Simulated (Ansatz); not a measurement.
Band-edge transport in semiconductors and insulators: ZnS (F-43m) under several functionals (Ansatz, a program for electronic structure, without spin-orbit coupling). The PBE cell:

ZnS is modelled in the cubic space group F-43m (No. 216), the zinc blende structure, Pearson symbol cF8. Lattice parameters: a = b = c = 5.444 Å, α = β = γ = 90.00°. Zn on 4a has 4 S at 2.357 Å (tetrahedral). S on 4d sees 4 Zn at 2.357 Å (tetrahedral). (Neighbours: up to the widest gap in distance over summed covalent radii, below 1.35, at either atom; cation-cation and far metal-metal contacts left out.)
(The calculation used a cell of 2 atoms; values per cell refer to that cell.)

```csv
Functional,cell relaxed with,volume (Å³/atom),band gap,electron conductivity mass,hole conductivity mass,"Seebeck coefficient, n-type 1e19 cm⁻³"
PBE,PBE,20.16,2.02 eV,0.180 mₑ,0.80 mₑ,-104 μV/K
r2SCAN,PBEsol,19.21,2.79 eV,0.21 mₑ,0.75 mₑ,-117 μV/K
HSE06,PBEsol,19.21,3.46 eV,0.21 mₑ,0.73 mₑ,-119 μV/K
```

For the band gap, PBE gives 2.02 eV and HSE06 3.46 eV: PBE lies 42 % below.

Masses are for dilute carriers at 300 K, harmonic means over directions unless an axis is named. Seebeck coefficients are for the stated density at 300 K, with one relaxation time for all states and whether or not that doping can be reached. Spin-orbit coupling is left out.
